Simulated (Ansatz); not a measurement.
Results of PBEsol (plane waves, PAW; Ansatz, an electronic-structure program) for SiNF (model structure, P3m1, No. 156, 3 atoms in the cell).

Run with plane-wave cutoff 520 eV, 12×12×6 k mesh (along the axes of the cell as run), Fermi–Dirac smearing 0.01 eV, scalar-relativistic PAW data made under PBE.

Computed at the level's own relaxed cell.

```
FNSi
1.0
    2.90333     0.00000     0.00000
   -1.45166     2.51435     0.00000
    0.00000     0.00000     5.00024
Si N F
1 1 1
Direct
  0.00000   0.00000   0.37428
  0.66667   0.33333   0.28259
  0.00000   0.00000   0.69479
```

Q: List the 10 lowest band energies at Γ above −25 eV (eV, relative to the valence band maximum), grouping those that round alike.

A: At Γ: -22.74, -16.24, -6.03, -2.58 (×2), -1.75 (×2), -1.52, 5.27, 9.08.

Note: the relaxation could raise the start's symmetry but not lower it, so the cell can be a saddle point; the cell has widely spaced layers and the level no dispersion term, so their spacing and the moduli can rest on weak binding.

A model structure was made by putting elements into a prototype or built by hand; it is no filed structure, need not be a known phase, and can be a saddle point held by its symmetry.
